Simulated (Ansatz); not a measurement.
The starting structures come from a database of crystals and need not be the phases stable at ambient conditions.

Given:

```xyz
4
Lattice="3.9966 0.0000 0.0000 -1.9983 3.4612 0.0000 0.0000 0.0000 6.5868" Properties=species:S:1:pos:R:3 pbc="T T T"
Be     1.9983     1.1537     3.2962
Be     0.0000     2.3075     0.0028
Te     1.9983     1.1537     5.7606
Te     0.0000     2.3075     2.4672
```

Space group of this cell: P6_3mc, wurtzite. The cell is taken as given.

The current runs along the normal of the first two printed vectors, the (001) plane. All runs by Ansatz (an electronic-structure program), plane waves and PAW, without spin-orbit coupling; the base is r2SCAN.

```json
[
 {"run": "base", "mean pressure (GPa)": "-0.4", "gap (eV)": "2.58", "mid-gap κ (1/Å)": "0.174"},
 {"run": "all lengths scaled by 0.98", "mean pressure (GPa)": "3.6", "gap (eV)": "[?]", "mid-gap κ (1/Å)": "0.174"},
 {"run": "all lengths scaled by 1.02", "mean pressure (GPa)": "-3.4", "gap (eV)": "[?]", "mid-gap κ (1/Å)": "[?]"},
 {"run": "lda in place of r2scan", "mean pressure (GPa)": "-3.5", "gap (eV)": "2.20", "mid-gap κ (1/Å)": "0.159"},
 {"run": "lengths across the current scaled by 0.98, ions clamped", "mean pressure (GPa)": "2.2", "gap (eV)": "2.51", "mid-gap κ (1/Å)": "0.167"},
 {"run": "lengths across the current scaled by 1.02, ions clamped", "mean pressure (GPa)": "-2.4", "gap (eV)": "2.59", "mid-gap κ (1/Å)": "0.179"},
 {"run": "lengths along the current scaled by 0.97, ions clamped", "mean pressure (GPa)": "1.6", "gap (eV)": "2.43", "mid-gap κ (1/Å)": "0.183"},
 {"run": "lengths along the current scaled by 1.03, ions clamped", "mean pressure (GPa)": "-1.9", "gap (eV)": "[?]", "mid-gap κ (1/Å)": "[?]"},
 {"run": "pbesol in place of r2scan", "mean pressure (GPa)": "-2.0", "gap (eV)": "2.17", "mid-gap κ (1/Å)": "0.158"}
]
```

**Question.** What belongs in the gaps?

**Answer.** 
- all lengths scaled by 0.98, gap (eV): 2.47
- all lengths scaled by 1.02, gap (eV): 2.68
- all lengths scaled by 1.02, mid-gap κ (1/Å): 0.172
- lengths along the current scaled by 1.03, ions clamped, gap (eV): 2.69
- lengths along the current scaled by 1.03, ions clamped, mid-gap κ (1/Å): 0.163
